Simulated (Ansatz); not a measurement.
## InP: pressure series

Take InP in the zinc blende structure (space group F-43m, No. 216; a = 5.960 Å) as the base.

Cell and atoms are relaxed at each pressure.

Calculations: PBE (Ansatz, a first-principles code), no spin-orbit coupling, earlier PAW set.

| pressure (GPa) | band gap (eV) |
|---|---|
| -2 | 0.24 |
| -1 | 0.34 |
| 0 | 0.44 |
| 0.3 | 0.47 |
| 0.7 | 0.50 |
| 1.5 | 0.57 |
| 5 | ? |
| 7.5 | 0.98 |
| 10 | 1.12 |

Problem. Fit E_g = E₀ + αP + βP² to the rows shown and predict the withheld row.

Solution. Least squares on the printed values gives E₀ = 0.44 eV, α = 91.4 meV/GPa, β = -2.4 meV/GPa² (largest residual 0.01 eV); this predicts 0.83 eV, and the run gives 0.83 eV, in agreement.

Load acts through the strain it causes; cell and atoms are relaxed under it. Whether these cells are dynamically stable was not tested. Measured, InP leaves this structure (for rock salt) near 9.8 GPa (temperature not stated; as listed in Datta, Sujoy, Jana, Debnarayan, arXiv (2020)). A zero or small gap of InP under pressure −2 GPa can be the functional's error rather than a property of the material.
